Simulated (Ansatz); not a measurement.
Convergence series on CuPb2S2Cl2 (I4/mmm, 7 atoms in the cell)

```xyz
7
Lattice="-2.2500 2.2500 8.1010 2.2500 -2.2500 8.1010 2.2500 2.2500 -8.1010" Properties=species:S:1:pos:R:3 pbc="T T T"
Cu     0.0000     0.0000     0.0000
Pb     0.0000     0.0000     5.4542
Pb     0.0000     0.0000    10.7477
S      0.0000     0.0000     2.7320
S      0.0000     0.0000    13.4700
Cl     0.0000     2.2500     0.0000
Cl     2.2500     0.0000     0.0000
```

Method of the run: PBEsol, default PAW files made with PBE (plane waves; Ansatz, a program for electronic structure).

The starting cell comes from a database of computed structures (which also holds hypothetical and non-ambient phases and stackings), without a prior relaxation at this level. Spin polarisation is off; with an odd number of electrons in the cell that forces a metal, and a magnetic state may lie lower. Ansatz's pressure includes its estimate of the finite-basis (Pulay) stress.

Held fixed: hamiltonian.xc = pbesol; hamiltonian.pseudopotentials = {kind: paw} (the program's default PAW files); scf.occupations.method = cold; scf.occupations.width = 0.02 Ry.

ΔF is the free energy per atom less that of the last row (20 20 20).

```tsv
kpoints.mp_grid.grid	ΔF (meV/atom)	pressure (GPa)	largest force (eV/Å)	k-points	iterations
1 1 1	225.2	-1.74	0.864	1	37
2 2 2	17.7	-2.45	0.484	4	9
3 3 3	2.9	-2.79	0.150	6	8
4 4 4	7.7	-2.67	0.018	13	10
5 5 5	-2.4	-2.75	0.067	18	10
6 6 6	-2.2	-2.78	0.038	30	10
7 7 7	0.32	-2.78	0.047	40	10
8 8 8	0.37	-2.77	0.025	59	9
10 10 10	-0.16	-2.76	0.033	102	10
11 11 11	0.09	-2.76	0.035	126	10
14 14 14	-0.03	-2.76	0.031	244	10
16 16 16	0.01	-2.76	0.031	349	9
20 20 20	0.00	-2.76	0.031	641	9
```

Pressure within 0.2 GPa of the last row: from kpoints.mp_grid.grid = 3 3 3 on; the one before it is off by 0.31 GPa. The value it settles on is -2.8 GPa at this level of theory and with the other settings as held.

Energy within 1 meV/atom of the last row: from kpoints.mp_grid.grid = 7 7 7 on; the one before it is off by 2.2 meV/atom.

Left out of this page: 1 run of the series stopped by limits of time or memory.

Keys are those of Ansatz 0.2.
